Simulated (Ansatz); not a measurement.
**Response to strain in BeTe**

The parent structure is BeTe in the zinc blende structure (space group F-43m, No. 216; a = 5.5542 Å). Axes: x, y, z lie along the cube axes.

Strains are applied to the cell and any free atomic positions relax; under biaxial strain the out-of-plane vector relaxes too.

The values are results of Ansatz (a first-principles code) LDA, no SOC, not measurements.

Notes on the quantities. energy relative to the base: free energy F; pressure: mean of the normal stresses, compression positive.

```csv
variant,energy relative to the base,shortest interatomic distance,band gap,ratio −ε⊥/ε∥,pressure
base,0 meV/atom,2.405 Å,1.79 eV,–,0.01 GPa
"biaxial strain −2.50 %, plane normal [111], relaxed out of plane",+13 meV/atom,2.366 Å,1.53 eV,0.44,2.78 GPa
"biaxial strain −2.08 %, plane normal [111], relaxed out of plane",+9.2 meV/atom,2.372 Å,1.58 eV,0.43,2.28 GPa
"biaxial strain −1.25 %, plane normal [111], relaxed out of plane",+3.3 meV/atom,2.385 Å,1.68 eV,0.43,1.33 GPa
"biaxial strain −0.83 %, plane normal [111], relaxed out of plane",+1.4 meV/atom,2.392 Å,1.72 eV,0.43,0.87 GPa
"biaxial strain −0.42 %, plane normal [111], relaxed out of plane",+0.4 meV/atom,2.398 Å,1.76 eV,–,0.44 GPa
"biaxial strain +0.42 %, plane normal [111], relaxed out of plane",+0.3 meV/atom,2.406 Å,1.77 eV,–,-0.42 GPa
"biaxial strain +1.25 %, plane normal [111], relaxed out of plane",+3.1 meV/atom,2.407 Å,1.74 eV,0.41,-1.19 GPa
"biaxial strain +1.67 %, plane normal [111], relaxed out of plane",+5.4 meV/atom,2.407 Å,1.72 eV,0.41,-1.57 GPa
"biaxial strain +2.50 %, plane normal [111], relaxed out of plane",+12 meV/atom,2.408 Å,1.69 eV,0.40,-2.28 GPa
```

With Te present, leaving out spin-orbit coupling can change the band edges. Stability against distortions was not tested.
